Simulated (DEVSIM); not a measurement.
Structure: abrupt Ge n-p junction, at 250 K.

Layer 1 from the left is Ge, thickness (μm) 98.0, Nd (cm⁻³) 7.5e15, τn (s) 2.7e-6, τp (s) 2.7e-6. Layer 2 from the left is Ge, thickness (μm) 47.0, Na (cm⁻³) 5.4e16, τn (s) 2.7e-6, τp (s) 2.7e-6.

Left contact: ohmic. Right contact: ohmic. Voltage is applied to the left contact. Recombination: SRH at mid-gap. Mobility is constant in doping.

This is a model device: material constants are rounded textbook-type values typed into the input, and sizes, dopings and lifetimes were drawn at random. Values at 300 K; Nc and Nv go as T^1.5, mobilities as T to minus their exponent, the gap by Varshni's rule with the affinity fixed.

Ge: gap (eV) 0.664, affinity (eV) 4, permittivity 16, Nc (cm⁻³) 1.04e19, Nv (cm⁻³) 6e18, μn (cm²/Vs) 3900, μp (cm²/Vs) 1900, T exponent of μn 1.66, T exponent of μp 2.33, Varshni α (eV/K) 0.000477, Varshni β (K) 235.

### Question
Estimate by hand the built-in potential, the peak field at zero bias, the capacitance at 1.5 V, and compare with a numerical solution.

### Answer

- Built-in potential: ni = √(Nc Nv) exp(−Eg/2kT) = 7.88e11 cm⁻³ with Eg = 0.683 eV; Vbi = kT/q ln(Na Nd/ni²) = 0.437 V; numerical 0.437 V.
- Peak field at zero bias: depletion approximation: W = √(2εVbi/(qN)) = 0.343 μm with N = 6.59e15 cm⁻³; field = 2Vbi/W = 25500 V/cm; numerical 24400 V/cm (estimate above by 4.4 %).
- Capacitance at 1.5 V: C = √(qεN / 2(Vbi + |V|)) = 19.6 nF/cm²; numerical 19.9 nF/cm² (estimate below by 1.1 %).

Simulated with DEVSIM: 1D drift-diffusion, Boltzmann statistics, complete ionisation; no tunnelling, impact ionisation, image-force lowering or self-heating.
